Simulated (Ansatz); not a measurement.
Take Au in the fcc (Cu type) structure (space group Fm-3m, No. 225; a = 4.0477 Å; relaxed with 0.1 eV smearing) as the base. Axes: x, y, z lie along the cube axes.

Structures relaxed with DFT with LDA, PAW potentials and a 420 eV plane-wave cutoff in Ansatz (a quantum-chemistry and plane-wave program), without spin-orbit coupling.

Base:

Simulated powder pattern, Cu Kα, λ = 1.54184 Å (kinematic, ideal powder, no thermal factors, no anomalous dispersion; the 8 strongest lines at most, above 2 %, up to 2θ = 90°):

| 2θ (°) | I/Imax (%) | hkl |
|---|---|---|
| 38.52 | 100 | (111) |
| 44.78 | 49 | (200) |
| 65.19 | 33 | (220) |
| 78.35 | 40 | (311) |
| 82.57 | 12 | (222) |

After one change:

Simulated powder pattern, Cu Kα, λ = 1.54184 Å (kinematic, ideal powder, no thermal factors, no anomalous dispersion; the 8 strongest lines at most, above 2 %, up to 2θ = 90°):

| 2θ (°) | I/Imax (%) |
|---|---|
| 38.07 | 35 |
| 38.77 | 100 |
| 44.87 | 67 |
| 64.85 | 23 |
| 65.81 | 22 |
| 77.75 | 14 |
| 78.64 | 27 |
| 79.08 | 13 |

Q: Which change produced these results?
A) biaxial strain −0.83 %, plane normal [111], relaxed out of plane
B) biaxial strain +2.50 %, plane normal [111], relaxed out of plane
C) biaxial strain −0.42 %, plane normal [111], relaxed out of plane
D) biaxial strain +2.08 %, plane normal [111], relaxed out of plane

A: A, biaxial strain −0.83 %, plane normal [111], relaxed out of plane. Its volume per atom is 16.49 Å³ against 16.58 Å³, and its space group is R-3m (No. 166).

No phonon test of stability was made.
